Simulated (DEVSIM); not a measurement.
## GaAs p-n junction from an implanted or diffused profile

Device: GaAs p-n junction from an implanted or diffused profile, at 400 K.

```
layer (left to right)  material  thickness (μm)  Nd (cm⁻³)  τn (s)  τp (s)
---------------------  --------  --------------  ---------  ------  ------
1                          GaAs            25.0     4.8e15    2e-8    2e-8
```

Added acceptor profile: 4.7e17 cm⁻³ × exp(−(x − 0 μm)²/(2·(0.085 μm)²)). Left contact: ohmic. Right contact: ohmic. Voltage is applied to the left contact. Recombination: SRH at mid-gap, Auger. Mobility is constant in doping.

This is a model device: material constants are rounded textbook-type values typed into the input, and sizes, dopings and lifetimes were drawn at random. Values at 300 K; Nc and Nv go as T^1.5, mobilities as T to minus their exponent, the gap by Varshni's rule with the affinity fixed.

| parameter | GaAs |
|---|---|
| gap (eV) | 1.424 |
| affinity (eV) | 4.07 |
| permittivity | 12.9 |
| Nc (cm⁻³) | 4.7e17 |
| Nv (cm⁻³) | 9e18 |
| μn (cm²/Vs) | 8500 |
| μp (cm²/Vs) | 400 |
| T exponent of μn | 2.1 |
| T exponent of μp | 2.2 |
| Cn (cm⁶/s) | 1e-30 |
| Cp (cm⁶/s) | 1e-30 |
| Varshni α (eV/K) | 0.000541 |
| Varshni β (K) | 204 |

Simulated with DEVSIM: 1D drift-diffusion, Boltzmann statistics, complete ionisation; no tunnelling, impact ionisation, image-force lowering or self-heating.

The potential step across the device at zero bias is 1.087 V. The dark forward voltage at 1 A/cm² is 0.760 V and the dark forward voltage at 100 A/cm² comes out as 0.984 V.

Dark forward current:

```csv
V (V),J (A/cm²)
0.05,1.5e-7
0.20,2.5e-6
0.30,1.3e-5
0.45,0.00025
0.55,0.0029
0.70,0.18
0.80,3.0
0.95,68
1.05,180
1.20,440
1.30,660
1.45,1100
1.55,1400
1.70,2000
```

Small-signal capacitance in reverse bias (quasi-static):

| V (V) | C (nF/cm²) |
|---|---|
| -0.4 | 17.2 |
| -1 | 14.4 |
| -2 | 11.8 |
| -3 | 10.2 |
| -4 | 9.14 |
| -6 | 7.74 |
| -8 | 6.84 |
| -10 | 6.19 |
| -13 | 5.50 |
| -16 | 5.00 |
| -20 | 4.50 |
